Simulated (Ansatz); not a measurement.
Consider AlN in the wurtzite structure (space group P6_3mc, No. 186; a = 3.114 Å, c = 4.984 Å).

Modification: hydrostatic tension (pressure −1 GPa).

Levels (all Ansatz, an electronic-structure program, PAW): PBEsol (420 eV, no spin-orbit coupling); r2SCAN (500 eV, without spin-orbit coupling); HSE06 (420 eV, spin-orbit coupling left out).

One geometry, relaxed with PBEsol, under each level:

```tsv
level	band gap	lowest conduction level above the VBM at special points	pressure
PBEsol	4.05 eV	Γ 4.05 eV; K 4.89 eV; L 5.16 eV; M 5.66 eV	-1.00 GPa
r2SCAN	4.78 eV	Γ 4.78 eV; K 5.69 eV; L 5.96 eV; M 6.43 eV	-2.20 GPa
HSE06	5.49 eV	Γ 5.49 eV; K 6.33 eV; L 6.62 eV	–
```

Single points use the geometry relaxed with PBEsol. Their cutoffs differ, which shifts pressures a little. Load acts through the strain it causes; cell and atoms are relaxed under it. Whether these cells are dynamically stable was not tested.
